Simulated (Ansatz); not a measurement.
**Hf₂SnC (space group P6_3/mmc, No. 194; a cell from a computed database, its experimental status unchecked)**

Space group P6₃/mmc (No. 194); a = 3.2987 Å, b = 3.2987 Å, c = 14.3946 Å, α = 90.00°, β = 90.00°, γ = 120.00°

| atom | site | symmetry | x | y | z |
|---|---|---|---|---|---|
| Hf | 4f | 3m. | 0.3333 | 0.6667 | 0.0850 |
| Sn | 2d | -6m2 | 0.6667 | 0.3333 | 0.2500 |
| C | 2a | -3m. | 0.0000 | 0.0000 | 0.0000 |

Method: PBEsol in Ansatz (plane waves to 420 eV, PAW, no spin-orbit coupling). Settings: 16×16×4 k-points, 0.05 eV Fermi–Dirac smearing.

```yaml
volume_per_atom: 16.96 Å³
density: 11.94 g/cm³
band_gap: zero
total_energy: -9348.969 eV/atom (σ→0; compares only within this code and set-up)
```

No phonon test of stability was made. All final runs are without spin polarisation.

Ansatz is an electronic-structure program.
